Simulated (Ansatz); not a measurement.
```xyz
4
Lattice="3.1831 0.0000 0.0000 -1.5916 2.7567 0.0000 0.0000 0.0000 5.1836" Properties=species:S:1:pos:R:3 pbc="T T T"
Ga     1.5916     0.9189     0.0051
Ga     0.0000     1.8378     2.5969
N      1.5916     0.9189     3.2357
N      0.0000     1.8378     0.6439
```

Relaxed-ion tensors in this frame from DFT at the r2SCAN level (Ansatz, a program for electronic structure). Proper piezoelectric stress tensor e (C/m²):

```
 0.00   0.00   0.00   0.00   0.29   0.00
 0.00   0.00   0.00   0.29   0.00   0.00
 0.41   0.41  -0.74   0.00   0.00   0.00
```

Stiffness C (GPa):

```
 363   133  95.0   0.0   0.0   0.0
 133   363  95.0   0.0   0.0   0.0
95.0  95.0   401   0.0   0.0   0.0
 0.0   0.0   0.0  98.0   0.0   0.0
 0.0   0.0   0.0   0.0  98.0   0.0
 0.0   0.0   0.0   0.0   0.0   115
```

Another polymorph of this substance is known too; which is more stable was not tested here.

Problem. Obtain the piezoelectric strain tensor d.

Solution. d = e S with S = C⁻¹, in pC/N:

```
 0.0   0.0   0.0   0.0   3.0   0.0
 0.0   0.0   0.0   3.0   0.0   0.0
 1.3   1.3  -2.5   0.0   0.0   0.0
```
